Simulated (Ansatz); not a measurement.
Start from Al in the fcc (Cu type) structure (space group Fm-3m, No. 225; a = 3.984 Å; relaxed with 0.1 eV smearing). Axes: x, y, z lie along the cube axes.

Level of theory: Ansatz (a program for electronic structure), LDA, PAW, cutoff 420 eV, without spin-orbit coupling.

Base values:

- Pressure: 0.0 GPa

Now apply this change: biaxial strain +2.50 %, plane normal [001], relaxed out of plane (Cartesian); in-plane vectors clamped, the third vector and the atoms free.

Question: Estimate the effect on the energy relative to the base, out-of-plane strain and pressure.

Answer: The energy goes up by 6.3 meV/atom; the out-of-plane strain amounts to -2.55 %; the pressure (mean of the normal stresses, compression positive) goes from zero to -1.7 GPa.

Stability against distortions was not tested.
